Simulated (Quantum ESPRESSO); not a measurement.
A self-consistent single point of Hf₃Au (Pm-3m, 4 atoms in the cell) with Quantum ESPRESSO.

Computed with LDA (PZ), GBRV 1.5 ultrasoft (LDA) pseudopotentials (plane waves; Quantum ESPRESSO).

```
CELL_PARAMETERS angstrom
      4.35065     0.00000     0.00000
      0.00000     4.35065     0.00000
      0.00000     0.00000     4.35065
ATOMIC_POSITIONS crystal
  Hf 0.50000 0.00000 0.00000
  Hf 0.00000 0.50000 0.00000
  Hf 0.00000 0.00000 0.50000
  Au 0.50000 0.50000 0.50000
```

Reference input (self-consistent single point, DFT, LDA (PZ), plane waves, GBRV 1.5 ultrasoft (LDA) pseudopotentials): ecutwfc = 40 Ry; ecutrho = 320 Ry; occupations = smearing; smearing = mp; degauss = 0.0073499 Ry; potentials = {Hf: hf_lda_v1.uspp.F.UPF, Au: au_lda_v1.uspp.F.UPF}; K_POINTS = automatic 6 6 6 0 0 0; conv_thr = 1e-10 Ry. This run's input differs from it in these lines:

```diff
@@ -17,3 +17,3 @@
   smearing = 'mp',
-  degauss = 0.0073499,
+  degauss = 0.002205,
 /
@@ -31,3 +31,3 @@
 K_POINTS {automatic}
-6 6 6  0 0 0
+5 5 5  0 0 0
```

Log, with long lists cut:

```
     Self-consistent Calculation

     iteration #  1     ecut=    40.00 Ry     beta= 0.70

     negative rho (up, down):  3.300E-01 0.000E+00

     total energy              =    -578.93451510 Ry
     estimated scf accuracy    <      19.80506704 Ry

     iteration #  2     ecut=    40.00 Ry     beta= 0.70

     negative rho (up, down):  3.330E-01 0.000E+00

     total energy              =    -576.47482502 Ry
     estimated scf accuracy    <      98.65936550 Ry

     iteration #  3     ecut=    40.00 Ry     beta= 0.70

     negative rho (up, down):  3.408E-01 0.000E+00

     total energy              =    -590.61708226 Ry
     estimated scf accuracy    <       0.30692116 Ry

   [... 10 blocks of this kind left out ...]

     iteration # 14     ecut=    40.00 Ry     beta= 0.70

     negative rho (up, down):  3.416E-01 0.000E+00

     total energy              =    -590.70758980 Ry
     estimated scf accuracy    <          1.0E-10 Ry

     iteration # 15     ecut=    40.00 Ry     beta= 0.70

     negative rho (up, down):  3.416E-01 0.000E+00
     End of self-consistent calculation

     the Fermi energy is    14.7669 ev

!    total energy              =    -590.70758980 Ry
     estimated scf accuracy    <          1.8E-11 Ry
     smearing contrib. (-TS)   =      -0.00028730 Ry
     internal energy E=F+TS    =    -590.70730250 Ry

     convergence has been achieved in  15 iterations

     negative rho (up, down):  3.416E-01 0.000E+00

     Forces acting on atoms (cartesian axes, Ry/au):

     atom    1 type  1   force =     0.00000000    0.00000000    0.00000000
   [... zero for the other atoms too ...]

     Total force =     0.000000     Total SCF correction =     0.000000

     negative rho (up, down):  3.416E-01 0.000E+00
          total   stress  (Ry/bohr**3)                   (kbar)     P=     -102.63
  -0.00069766   0.00000000   0.00000000         -102.63        0.00        0.00
   0.00000000  -0.00069766   0.00000000            0.00     -102.63        0.00
   0.00000000   0.00000000  -0.00069766            0.00        0.00     -102.63

   JOB DONE.
```

The run converged in 15 iterations. Against the reference run the free energy rises by 13.6 meV/atom and the pressure goes from -9.89 to -10.26 GPa.

The starting cell comes from a database of computed structures (which also holds hypothetical and non-ambient phases and stackings), without a prior relaxation at this level. With a pressure of about -10 GPa the cell is away from its equilibrium volume at this level.

Cost on one core of a shared machine: roughly 60 s.
